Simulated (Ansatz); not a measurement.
The starting structures come from a database of crystals and need not be the phases stable at ambient conditions.

By PBEsol, the system below comes out a metal.

Crystal: YC$_{2}$ (I4/mmm, not sure to be the ambient phase, 3 atoms a cell, 13.9 Å³ an atom, -3 GPa at this level); planes in its conventional cell.

Method: PBEsol (plane waves, PAW; Ansatz, a first-principles code).

G/A = (e²/h) × open channels of both spins per area, as a mean over 0.1 eV about the Fermi level, without spin-orbit coupling, for the cells as given.

```tsv
plane	area (Å²)	G/A (10¹⁵ S/m²)
(001)	13.5	0.83
(100)	22.7	___
(110)	16.1	___
```

### Question
Some entries are withheld; supply them.

### Answer

- (100), G/A (10¹⁵ S/m²): 0.69
- (110), G/A (10¹⁵ S/m²): 0.63
